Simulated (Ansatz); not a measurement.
The starting structures come from a database of crystals and need not be the phases stable at ambient conditions.

 Where the default PAW files enter, the runs use the earlier of Ansatz's two default sets.

# Evanescent states of Ba(MgP)$_{2}$ (P-3m1, not sure to be the ambient phase, 5 atoms a cell, 25.3 Å³ an atom) along the normal of (100)

All values below come from r2SCAN (plane waves, PAW; Ansatz, a program for electronic structure).

No gap correction and no spin-orbit coupling; mid-gap values are interpolated between computed energies.

Energies count from the valence-band top; κ is the least over a 8×4 mesh across the current.

```
E (eV)     κ (1/Å)  where
------  ----------  -----
0.04         0.045      Γ
0.14         0.076      Γ
0.23         0.097      Γ
0.32         0.112      Γ
0.41    (withheld)      Γ
0.49    (withheld)      Γ
0.58    (withheld)      Γ
0.68    (withheld)      Γ
0.77    (withheld)      Γ
0.85    (withheld)      Γ
0.94    (withheld)  off Γ
1.03    (withheld)  off Γ
1.12         0.136  off Γ
1.22         0.120  off Γ
1.30         0.098  off Γ
1.40         0.069  off Γ
```

### Question
Some entries are withheld; supply them.

### Answer

- 0.41, κ (1/Å): 0.124
- 0.49, κ (1/Å): 0.134
- 0.58, κ (1/Å): 0.143
- 0.68, κ (1/Å): 0.150
- 0.77, κ (1/Å): 0.157
- 0.85, κ (1/Å): 0.162
- 0.94, κ (1/Å): 0.162
- 1.03, κ (1/Å): 0.150
